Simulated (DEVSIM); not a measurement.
Device: n-channel Si planar bulk MOSFET with HfO2, at 400 K.

```yaml
gate_length: 65 nm
source_drain_length: 52 nm
dielectric_thickness: 9.2 nm
lateral_straggle: 4.1 nm
underlap: 0 nm
junction_depth: 24.5 nm
substrate_depth: 200 nm
gate_work_function: 4.14 eV
source_and_drain_doping: 5.3e19 cm⁻³, Gaussian tails under the gate
body_doping: 1.3e18 cm⁻³
lifetime: 4e-7 s
supply: 1.5 V
halo_peak: 2.6e18 cm⁻³
```

All mobilities are scaled by 0.3; velocity saturation, μ/(1 + (μE/vsat)^b)^(1/b) with b = 2 for electrons and 1 for holes and E the electric field along each mesh edge, is on. Mobility is constant in doping.

Constants are typed, rounded textbook-type inputs, not results; the design itself was drawn at random and stands for no fabricated device. Values at 300 K; Nc and Nv go as T^1.5, mobilities as T to minus their exponent, the gap by Varshni's rule with the affinity fixed.

Si: gap (eV) 1.124, affinity (eV) 4.05, permittivity 11.7, Nc (cm⁻³) 2.86e19, Nv (cm⁻³) 3.1e19, μn (cm²/Vs) 1417, μp (cm²/Vs) 470, T exponent of μn 2.3, T exponent of μp 2.2, vsat,n (cm/s) 1e7, vsat,p (cm/s) 8.4e6, Varshni α (eV/K) 0.000473, Varshni β (K) 636. HfO2: gap (eV) 5.7, affinity (eV) 2.5, permittivity 22.

Simulated with DEVSIM: 2D drift-diffusion, Boltzmann statistics, complete ionisation; no quantum confinement, tunnelling, impact ionisation, self-heating, contact resistance or fringe fields beside the gate. Metal contacts follow the ideal Schottky-Mott rule: no Fermi-level pinning, no interface dipoles.

Transfer curves, |Id| in μA/μm:

| Vg (V) | Vd = 0.05 V | Vd = 1.5 V |
|---|---|---|
| -0.45 | 1.053e-6 | 4.431e-6 |
| -0.375 | 5.011e-6 | 2.201e-5 |
| -0.3 | 2.457e-5 | 0.0001118 |
| -0.225 | 0.0001228 | 0.0005754 |
| -0.15 | 0.0006213 | 0.002982 |
| -0.075 | 0.003163 | 0.01548 |
| 0 | 0.01612 | 0.07990 |
| 0.075 | 0.08153 | 0.4051 |
| 0.15 | 0.4018 | 1.958 |
| 0.225 | 1.833 | 8.369 |
| 0.3 | 6.861 | 27.96 |
| 0.375 | 18.40 | 68.28 |
| 0.45 | 35.74 | 128.8 |
| 0.525 | 56.05 | 204.8 |
| 0.6 | 77.36 | 291.9 |
| 0.675 | 98.72 | 387.1 |
| 0.75 | 119.7 | 488.4 |
| 0.825 | 140.0 | 594.4 |
| 0.9 | 159.7 | 704.3 |
| 0.975 | 178.5 | 817.2 |
| 1.05 | 196.7 | 932.7 |
| 1.125 | 214.1 | 1050 |
| 1.2 | 230.8 | 1170 |
| 1.275 | 246.8 | 1291 |
| 1.35 | 262.2 | 1413 |
| 1.425 | 276.9 | 1537 |
| 1.5 | 291.1 | 1662 |

**Question.** Work out the subthreshold swing at low drain bias from the rows at -0.075 and 0 V, and compare it with the thermal limit.

**Answer.** log10(0.01612/0.003163) = 0.707 over 75.0 mV, so S = 106 mV/decade. The limit kT/q ln 10 is 79.4 mV/decade; the ratio is 1.34. This is the steepest step of the table.

**Question.** Find both thresholds at the constant current 0.1 μA × (1 μm/L) a micrometre, and the DIBL.

**Answer.** The current is 1.54 μA/μm. Interpolating ln Id gives 0.216 V and 0.139 V; their difference over the 1.45 V of drain bias is 54 mV/V.

Source and drain are degenerate, where Boltzmann statistics are only rough. The electric field that drives the saturation includes the junctions' built-in field, which lowers the mobility there even at small currents: subthreshold currents come out too low, a known weakness of this choice.
